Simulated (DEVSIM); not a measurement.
System: Pd/AlN/p-Ge capacitor, at 300 K.

```
layer (left to right)  material  thickness (nm)  Na (cm⁻³)
---------------------  --------  --------------  ---------
1                           AlN            8.90          -
2                            Ge            1900       1e17
```

Metal gate on the left, work function 5.2 eV. Fixed charge at the semiconductor interface 0 cm⁻² (in units of +e); interface traps 2.4e12 cm⁻² eV⁻¹, uniform in energy, neutral level at 0.3 of the gap above the valence band.

This is a model device: material constants are rounded textbook-type values typed into the input, and sizes, dopings and lifetimes were drawn at random. Values at 300 K.

| parameter | AlN | Ge |
|---|---|---|
| gap (eV) | 6.1 | 0.664 |
| affinity (eV) | 1.9 | 4 |
| permittivity | 8.5 | 16 |
| Nc (cm⁻³) | - | 1.04e19 |
| Nv (cm⁻³) | - | 6e18 |

Simulated with DEVSIM: 1D Poisson equation in equilibrium, Boltzmann statistics, complete ionisation; no quantum confinement or tunnelling. Metal contacts follow the ideal Schottky-Mott rule: no Fermi-level pinning, no interface dipoles.

**Question.** Tabulate band edges, carrier densities and field at 1.2 V on the gate.

**Answer.** Energies count from the Fermi level of the right contact; mesh points crowd at the junctions.

```
x (μm)    Ec (eV)  Ev (eV)  n (cm⁻³)  p (cm⁻³)  field (V/cm)
--------  -------  -------  --------  --------  ------------
0.000       2.100   -4.000     < 1e2     < 1e2        270000
0.001157    2.131   -3.969     < 1e2     < 1e2        270000
0.003157    2.185   -3.915     < 1e2     < 1e2        270000
0.006008    2.261   -3.838     < 1e2     < 1e2        270000
0.008310    2.323   -3.777     < 1e2     < 1e2        270000
0.009314    0.242   -0.422    8.8e14    5.0e11         81000
0.01106     0.256   -0.408    5.1e14    8.5e11         79000
0.01690     0.301   -0.363    9.3e13    4.7e12         72000
0.02704     0.368   -0.296    6.8e12    6.4e13         61000
0.04839     0.473   -0.191    1.2e11    3.7e15         37000
0.09335     0.551   -0.113     5.8e9    7.6e16          4600
0.2363      0.558   -0.106     4.4e9    1.0e17           ≈ 0
0.4891      0.558   -0.106     4.4e9    1.0e17           ≈ 0
0.9906      0.558   -0.106     4.4e9    1.0e17           ≈ 0
1.566       0.558   -0.106     4.4e9    1.0e17           ≈ 0
1.746       0.558   -0.106     4.4e9    1.0e17           ≈ 0
1.832       0.558   -0.106     4.4e9    1.0e17           ≈ 0
1.873       0.558   -0.106     4.4e9    1.0e17           ≈ 0
1.897       0.558   -0.106     4.4e9    1.0e17           ≈ 0
1.904       0.558   -0.106     4.4e9    1.0e17           ≈ 0
1.907       0.558   -0.106     4.4e9    1.0e17           ≈ 0
1.909       0.558   -0.106     4.4e9    1.0e17           ≈ 0
```
